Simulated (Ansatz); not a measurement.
Cost and result by functional for the surface energy of the (321) surface of bcc Ta in its 1x1 cell, outermost plane spacing 0.89 Å in the ideal cut, in Ansatz (plane waves, PAW). Single points on the PBE structure, on one kind of machine; costs are rough ratios of the slab run's core time (references not counted) to the cheapest single point. r2SCAN's cost holds its higher cutoff (500 against 420 eV). Differences are taken against r2SCAN for comparison alone: no measured value is at hand, so the table doesn't rank accuracy.

Model: 12-atom slab, 9.8 Å thick at the start (thin: gaps and levels are the slab's own), 13x6x1 mesh, Fermi-Dirac 0.1 eV, dipole correction, all atoms relaxed; symmetry of the start imposed; no spin, no spin-orbit, no U. These notes are the PBE run's.

```csv
functional,relative cost,surface energy (J/m²),less r2SCAN (J/m²)
LDA,1,2.93,0.08
PBEsol,1,2.87,0.02
RPBE,1,2.47,-0.38
r2SCAN,2,2.84,0.00
PBE (the relaxed run's value),–,2.62,-0.23
```

The values span 0.46 J/m², while the single points' costs differ by a factor of roughly 2. Differences are of unrounded values.

Ansatz is an electronic-structure program.
